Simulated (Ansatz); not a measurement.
Given:

```xyz
10
Lattice="3.9164 0.0000 0.0000 0.0000 4.8723 5.6377 0.0000 -4.8723 5.6377" Properties=species:S:1:pos:R:3 pbc="T T T"
K      0.0000    -2.2825     8.5087
K      0.0000     2.2825     8.5087
Ta     1.9582     0.0000     0.4702
Ta     1.9582     0.0000     6.1241
S      0.0000     0.0000    10.4796
O      0.0000     0.0000     5.7641
S      1.9582     0.0000     2.7141
O      1.9582     0.0000     7.8795
S      1.9582    -2.4502     5.7831
S      1.9582     2.4502     5.7831
```

No spin polarisation.

The values are results of Kohn–Sham DFT with the r2SCAN functional, run in Ansatz (a quantum-chemistry and plane-wave program) with PAW and 500 eV plane waves, without spin-orbit coupling, not measurements. Γ-centred 9×5×5 mesh, Fermi–Dirac width 0.05 eV.

### Question
Predict the band gap.

### Answer
1.01 eV.

### Question
Predict the gap character (in this cell's own zone, which can be folded).

### Answer
Indirect, T → Γ.

Each cell is one ordered arrangement of few atoms, which overstates ordering effects compared with a random alloy. With Ta present, leaving out spin-orbit coupling can change the band edges. Stability against distortions was not tested. The cell was made from KTaO3 by this change: x(S) = 0.667, 10 atoms, Amm2. Under x(S) = 0.667, 10 atoms, Amm2 the cell changed shape so far that it is another structure.
